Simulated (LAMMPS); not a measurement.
Pressure dependence of Ni (fcc) at 2250 K, from the melt.

All values are model results, not measurements: classical MD, pair style adp, file Ni.adp; code LAMMPS.

```
P (GPa)   state                  volume       coordination number  self-diffusion coefficient of Ni (not corrected for cell size)
-------  ------  ----------------------  ------------------------  --------------------------------------------------------------
0        liquid  12.812 ± 0.004 Å³/atom  12.1 (counted to 3.34 Å)                                     (6.95 ± 0.04) × 10^-5 cm²/s
2        liquid  12.467 ± 0.002 Å³/atom  12.4 (counted to 3.34 Å)                                       (6.6 ± 0.2) × 10^-5 cm²/s
5        liquid  11.996 ± 0.001 Å³/atom  12.8 (counted to 3.34 Å)                                       (5.1 ± 0.1) × 10^-5 cm²/s
```

Caution (rows 2; 5): a run this short can hold a crystal over, or a liquid under, the potential's own melting point, which these runs don't give.

Estimate the isothermal bulk modulus at zero pressure. A parabola P(ln V) through the three points gives −dP/d ln V = 71 GPa at zero pressure.

States go by the mean squared displacement: a species diffuses where it passes 1.5 Å², still rises and gives D over 1e-6 cm²/s; a crystal has left its structure where atoms lie 0.35 Å off their sites on average or a cubic box changes its shape by 3 %, or the axial ratios of another lie 8 % off the starting cell's, which the potential's own relaxation can also do.

Errors of D are the spread over four groups of atoms in one short run; a floor of about 5 %, a picked value, is safer.

The ± values are statistical; the model's systematic error is not in them.
